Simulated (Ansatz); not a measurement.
Response to strain in hypothetical simple cubic Pd

Consider Pd in the simple cubic structure (space group Pm-3m, No. 221; a hypothetical phase, not in the database extracts checked; relaxed with 0.1 eV smearing).

```xyz
1
Lattice="2.6153 0.0000 0.0000 0.0000 2.6153 0.0000 0.0000 0.0000 2.6153" Properties=species:S:1:pos:R:3 pbc="T T T"
Pd     0.0000     0.0000     0.0000
```

Cartesian axes are those of the cell as printed.

Strains are applied to the cell and any free atomic positions relax; under biaxial strain the out-of-plane vector relaxes too; under stress the whole cell relaxes.

Calculations: PBE (Ansatz, a program for electronic structure), no spin-orbit coupling.

Notes on the quantities. energy relative to the base: free energy F.

```tsv
variant	space group	volume per atom	energy relative to the base
base	Pm-3m (No. 221)	17.89 Å³	0 meV/atom
biaxial strain +1.25 %, plane normal [111], relaxed out of plane	R-3m (No. 166)	17.74 Å³	-1.8 meV/atom
isotropic strain −5.25 %	Pm-3m (No. 221)	15.22 Å³	+0.211 eV/atom
isotropic strain +3.40 %	Pm-3m (No. 221)	19.78 Å³	+60 meV/atom
uniaxial strain ε_xx = +1.41 %	P4/mmm (No. 123)	18.14 Å³	+3.1 meV/atom
uniaxial strain ε_zz = −2.49 %	P4/mmm (No. 123)	17.44 Å³	+11 meV/atom
uniaxial stress, 5 GPa tension along x	P4/mmm (No. 123)	18.17 Å³	+5.5 meV/atom
```

Stability under load was not tested beyond the relaxation. The final runs are not spin-polarised. Under biaxial strain +1.25 %, plane normal [111], relaxed out of plane the cell ends below the base's energy or with stress of the wrong sign: the atoms slid into a distortion or the cell is elastically unstable, so the base is not a stable minimum at this level. Pd lies near a magnetic instability that expansion can trigger; it was not tested. Pd has a high density of states at the Fermi level and may be magnetic at this level.
